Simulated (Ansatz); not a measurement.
**Response to strain in GaN**

The parent structure is GaN in the zinc blende structure (space group F-43m, No. 216).

```yaml
crystal:
  lattice:
    - [0.00000, 2.24895, 2.24895]
    - [2.24895, 0.00000, 2.24895]
    - [2.24895, 2.24895, 0.00000]
  atoms:
    - { symbol: Ga, position: [0.00000, 0.00000, 0.00000] }
    - { symbol: N, position: [0.25000, 0.25000, 0.25000] }
```

Cartesian axes are those of the cell as printed.

Strains are applied to the cell and any free atomic positions relax.

Computed with r2SCAN (Ansatz, an electronic-structure program), spin-orbit coupling left out.

```tsv
uniaxial strain ε_zz (%)	band gap (eV)
0	2.17
0.5	2.13
1	2.09
1.5	?
2	2.00
2.5	1.96
3	1.92
```

Problem. Fit E_g = E₀ + Dε (ε in %) to the rows shown and predict the withheld row.

Solution. Least squares on the printed values gives E₀ = 2.17 eV, D = -84.3 meV per % of strain (largest residual 0.00 eV); this predicts 2.05 eV, and the run gives 2.04 eV, in agreement.

Semilocal Kohn–Sham gaps tend to fall short of experiment. No phonon test of stability was made. This is not the structure that GaN has at room temperature and ambient pressure.
